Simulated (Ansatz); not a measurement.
```
CELL_PARAMETERS angstrom
      4.34447     0.00000     0.00000
     -2.17223     3.76242     0.00000
      0.00000     0.00000     7.08297
ATOMIC_POSITIONS crystal
  Be 0.00000 0.00000 0.00000
  Be 0.00000 0.00000 0.50000
  Be 0.83101 0.66202 0.25000
  Be 0.16899 0.33798 0.75000
  Be 0.16899 0.83101 0.75000
  Be 0.83101 0.16899 0.25000
  Be 0.33798 0.16899 0.25000
  Be 0.66202 0.83101 0.75000
  Re 0.33333 0.66667 0.06184
  Re 0.66667 0.33333 0.93816
  Re 0.66667 0.33333 0.56184
  Re 0.33333 0.66667 0.43816
```

Be$_{2}$Re (P6_3/mmc), PBEsol, DFPT electron-phonon coupling, linearised Boltzmann equation (plane waves, PAW, scalar-relativistic; Ansatz, a quantum-chemistry and plane-wave program): the phonon-limited resistivity at 300 K is 17.2 μΩ·cm (x, the basal plane), 17.2 μΩ·cm (y, the basal plane), 11.9 μΩ·cm (z, c). Third figures are kept for the arithmetic.

Problem. How anisotropic is it, and between which bounds lies a dense polycrystal with random grains and no boundary scattering?

Solution. Largest over smallest: 1.45. Upper bound, grains in series: (17.2 + 17.2 + 11.9)/3 = 15.4 μΩ·cm. Lower bound, grains side by side: 3/Σ(1/ρ) = 15.0 μΩ·cm. The best single-crystal direction lies 21 % under the lower bound.

A metal at this level (no band gap). Only scattering by harmonic phonons is included (no impurities, grain boundaries, electron-electron scattering or thermal expansion). Spin-orbit coupling is left out, which matters with elements this heavy. The run warned that the eigensolver left some states short of its tolerance. Halving the electron mesh (24x24x12) moves the resistivity by up to 3 % at 300 K, the mean free path by up to 7 %. Smearing 0.20 eV; phonons on a 4x4x2 q mesh, which this run doesn't test.

Computed structure with no diffraction record at hand here (it may be known, metastable or hypothetical): Be2Re (P6_3/mmc).
